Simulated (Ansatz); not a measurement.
Input and output of a self-consistent single point for AlRh (P4mm, 2 atoms in the cell) (Ansatz, a quantum-chemistry and plane-wave program).

Method: LDA (PW92), default PAW files made with PBE (plane waves; Ansatz).

```
CELL_PARAMETERS angstrom
      2.99221     0.00000     0.00000
      0.00000     2.99221     0.00000
      0.00000     0.00000     2.99221
ATOMIC_POSITIONS crystal
  Al 0.00000 0.00000 0.01671
  Rh 0.50000 0.50000 0.50000
```

Reference input (self-consistent single point, DFT, LDA (PW92), plane waves, default PAW files made with PBE): basis.ecutwfc = 420 eV; kpoints.mp_grid.grid = 11 11 11; hamiltonian.xc = lda; hamiltonian.pseudopotentials = {kind: paw} (the program's default PAW files); scf.occupations.method = gaussian; scf.occupations.width = 0.1 eV. This run's input differs from it in these lines:

Ansatz 0.2 input:
```diff
@@ -11,3 +11,3 @@
 kpoints:
-  mp_grid: { grid: [11, 11, 11] }
+  mp_grid: { grid: [8, 8, 8] }
 hamiltonian:
@@ -16,3 +16,3 @@
 scf:
-  occupations: { method: gaussian, width: 0.1 }
+  occupations: { method: gaussian, width: 0.3 }
 output:
```

The program printed (abridged):

```
SCF iter   1: F=—  HF=-6793.722975 eV  |F-HF|=—  |Δ(HF+E_count)|=         —  Δρ=7.68e-3  dr2=1.15e-2  ethr=1.77e-3  ⟨swp⟩=4.3  Hψ=4989  notcnv=0
all-band conjugate gradients solve this SCF's bands
preconditioner: auto → none
SCF iter   2: F=—  HF=-6793.721736 eV  |F-HF|=—  |Δ(HF+E_count)|=   1.24e-3  Δρ=4.26e-3  dr2=3.61e-3  ethr=5.74e-5  ⟨swp⟩=1.0  Hψ=1650  notcnv=0
SCF iter   3: F=—  HF=-6793.720971 eV  |F-HF|=—  |Δ(HF+E_count)|=   7.65e-4  Δρ=3.24e-4  dr2=2.28e-5  ethr=1.80e-5  ⟨swp⟩=2.1  Hψ=1335  notcnv=0
SCF iter   4: F=—  HF=-6793.720969 eV  |F-HF|=—  |Δ(HF+E_count)|=   2.67e-6  Δρ=8.57e-5  dr2=1.05e-6  ethr=1.14e-7  ⟨swp⟩=2.3  Hψ=1562  notcnv=0
SCF iter   5: F=—  HF=-6793.720969 eV  |F-HF|=—  |Δ(HF+E_count)|=   7.46e-8  Δρ=2.48e-5  dr2=1.45e-7  ethr=5.24e-9  ⟨swp⟩=2.2  Hψ=1609  notcnv=0
SCF iter   6: F=-6793.720969 eV  HF=-6793.720969 eV  |F-HF|=5.16e-10  |Δ(HF+E_count)|=   4.36e-8  Δρ=5.97e-6  dr2=2.12e-9  ethr=5.00e-10  ⟨swp⟩=4.2  Hψ=3520  notcnv=0
SCF 1 converged in 6 iterations: F = -6793.720969 eV  dr2 = 2.12e-9
Free energy (F): -6793.720969 eV
Internal energy: -6793.688025 eV  (E = F + TS)
E sigma→0 (E₀):  -6793.704497 eV
Entropy (-TS):   -0.032944 eV (-16.472 meV/atom)
Fermi energy:    16.502672 eV
--- Forces (eV/Å), atoms counted from 1 ---
  atom   1  Al     0.00000000     0.00000000    -0.27252662
  atom   2  Rh    -0.00000000     0.00000000     0.27254401
--- Stress (GPa, compression-positive) ---
       -8.415119       0.000000       0.000000
        0.000000      -8.415119       0.000000
        0.000000       0.000000      -8.527281
  P = ⅓ Tr σ = -8.4525 GPa (-84.525 kbar)
  The stress holds the Pulay correction. Without it, at fixed plane waves, as pw.x and ABINIT print it: P = -8.5261 GPa
```

The run converged in 6 iterations. Against the reference run the free energy falls by 4.5 meV/atom, the pressure goes from -8.71 to -8.45 GPa and the largest force stays at 0.273 eV/Å.

The starting cell comes from a database of computed structures (which also holds hypothetical and non-ambient phases and stackings), without a prior relaxation at this level. Its lattice was rescaled by up to half a per cent. One atom was moved a little off its site on purpose. Spin polarisation is off. With a pressure of about -8 GPa the cell is away from its equilibrium volume at this level. Ansatz's pressure includes its estimate of the finite-basis (Pulay) stress.
